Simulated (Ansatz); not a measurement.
The starting structures come from a database of crystals and need not be the phases stable at ambient conditions.

 Where the default PAW files enter, the runs use the earlier of Ansatz's two default sets.

Tunnelling through a barrier is set by its complex band structure: the current falls as exp(−2κd) with the smallest κ.

Data:

```yaml
crystal:
  lattice:
    - [4.22147, 0.00000, 0.00000]
    - [-2.11074, 3.65590, 0.00000]
    - [0.00000, 0.00000, 6.61222]
  atoms:
    - { symbol: Mg, position: [0.66667, 0.33333, 0.49831] }
    - { symbol: Mg, position: [0.33333, 0.66667, 0.99831] }
    - { symbol: Se, position: [0.66667, 0.33333, 0.87669] }
    - { symbol: Se, position: [0.33333, 0.66667, 0.37669] }
```

Space group of this cell: P6_3mc, wurtzite. The cell is strained (lengths along the current scaled by 0.97, ions clamped); by r2SCAN its mean pressure is 1.7 GPa.

Transport runs along the normal of the first two printed cell vectors, the (001) (indices of the unstrained crystal) plane of the conventional cell.

The gap is the functional's own, uncorrected, and κ follows it; spin-orbit coupling is left out. Mid-gap values are interpolated between the computed energies.

### Question
Predict the band gap and the smallest decay constant κ at mid-gap from r2SCAN run with Ansatz (a first-principles code).

### Answer
Gap 3.45 eV on a 12×12×6 mesh; κ = 0.216 1/Å, at the zone centre.
